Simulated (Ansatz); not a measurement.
Functionals compared on CO on the 1x1 (110) surface of bcc Mo, one in a 2x2 cell, started at the site 'hollow Mo-Mo-Mo', in Ansatz (plane waves, PAW). The structure was relaxed with PBE; the other rows are single points on it, each with its references at the same level. Cutoff 420 eV (500 eV for r2SCAN).

Set-up: 18 atoms, 6.5 Å thick at the start under the adsorbate (thin: gaps and levels are the slab's own); mesh 6x6x1; 0.1 eV smearing; dipole correction on; 8 atoms held, the rest relaxed; symmetry of the start imposed; no spin, no spin-orbit, no U, no dispersion correction. At the end it is bonded to 3 Mo. In PBE it is, or lies within 0.03 eV of, the lowest of the starts that converged. These notes are the PBE run's. Adsorption energies are against CO(g). A negative adsorption energy means that the adsorbate is more stable on the surface than in its reference.

| functional | adsorption energy (eV) | work function of the top face (eV) | change of the work function (eV) | rough cost of the single point |
|---|---|---|---|---|
| PBE | -1.79 | 5.45 | 0.86 | – |
| RPBE | ___ | ___ | ___ | very roughly 90 core-seconds |
| r2SCAN | -1.89 | 5.52 | 0.89 | about 3 core-minutes (a rough figure) |

Task: What belongs in the gaps?

Result: 
- RPBE, adsorption energy (eV): -1.48
- RPBE, work function of the top face (eV): 5.31
- RPBE, change of the work function (eV): 0.88

Ansatz is an electronic-structure program.
